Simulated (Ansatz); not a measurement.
Response to strain in Fe

Base system: Fe in the bcc (W type) structure (space group Im-3m, No. 229; a = 2.787 Å; ferromagnetic; relaxed with 0.1 eV smearing). Axes: x, y, z lie along the cube axes.

Strains are applied to the cell and any free atomic positions relax; under biaxial strain the out-of-plane vector relaxes too; under stress the whole cell relaxes.

All numbers come from PBEsol, PAW, 420 eV (Ansatz, a first-principles code; no SOC).

Candidates:
(a) biaxial strain +1.04 %, plane normal [001], relaxed out of plane
(b) isotropic strain −2.99 %
(c) uniaxial stress, 5 GPa compression along z

Notes on the quantities. energy relative to the base: free energy F.

Q: Order them by energy relative to the base, lowest first.

A: (a) biaxial strain +1.04 %, plane normal [001], relaxed out of plane (+2.2 meV/atom), (c) uniaxial stress, 5 GPa compression along z (+3.8 meV/atom), (b) isotropic strain −2.99 % (+68 meV/atom)

Other magnetic orders, which the real material may have, were not ruled out. Beyond what the load breaks, stability against distortions was not tested. The base started in Fmmm and relaxed to Im-3m at this level.
